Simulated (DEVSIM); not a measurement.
System: abrupt In0.53Ga0.47As p-n junction, at 300 K.

Layer 1 from the left is In0.53Ga0.47As, thickness (μm) 18.0, Na (cm⁻³) 1.5e16, τn (s) 3.7e-10, τp (s) 3.7e-10. Layer 2 from the left is In0.53Ga0.47As, thickness (μm) 1.80, Nd (cm⁻³) 1.2e15, τn (s) 3.7e-10, τp (s) 3.7e-10.

Left contact: ohmic. Right contact: ohmic. Voltage is applied to the left contact. Recombination: SRH at mid-gap, Auger. Mobility is μmin + (μ − μmin)/(1 + (N/Nref)^α).

Constants are typed, rounded textbook-type inputs, not results; the design itself was drawn at random and stands for no fabricated device. Values at 300 K.

In0.53Ga0.47As: gap (eV) 0.74, affinity (eV) 4.51, permittivity 13.9, Nc (cm⁻³) 2.1e17, Nv (cm⁻³) 7.7e18, μn (cm²/Vs) 12000, μp (cm²/Vs) 300, μn,min 300, μp,min 10, Nref,n 1.3e17, Nref,p 4.9e17, αn 0.48, αp 0.4, Cn (cm⁶/s) 5e-29, Cp (cm⁶/s) 5e-29.

**Question.** Estimate by hand the built-in potential, the peak field at zero bias, and compare with a numerical solution.

**Answer.** 
- Built-in potential: ni = √(Nc Nv) exp(−Eg/2kT) = 7.74e11 cm⁻³ with Eg = 0.740 eV; Vbi = kT/q ln(Na Nd/ni²) = 0.445 V; numerical 0.445 V.
- Peak field at zero bias: depletion approximation: W = √(2εVbi/(qN)) = 0.785 μm with N = 1.11e15 cm⁻³; field = 2Vbi/W = 11300 V/cm; numerical 11200 V/cm (estimate above by 1.1 %).

Simulated with DEVSIM: 1D drift-diffusion, Boltzmann statistics, complete ionisation; no tunnelling, impact ionisation, image-force lowering or self-heating.
